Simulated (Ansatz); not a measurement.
## How the lattice parameter a of zinc-blende SrO (model structure) moves with the method

No measured value is used here.

Question: Put these levels in order of the lattice parameter a that they give for zinc-blende SrO (model structure), smallest first: LDA (Ansatz, an electronic-structure program), PBE (Ansatz), PBEsol (Ansatz).

Answer: LDA (5.476 Å), PBEsol (5.539 Å), PBE (5.614 Å)

Ansatz's density-functional and Hartree–Fock values are scalar-relativistic unless marked +SOC, with PAW data made under PBE.

A model structure was made by putting elements into a prototype or built by hand; it is no filed structure, need not be a known phase, and can be a saddle point held by its symmetry.
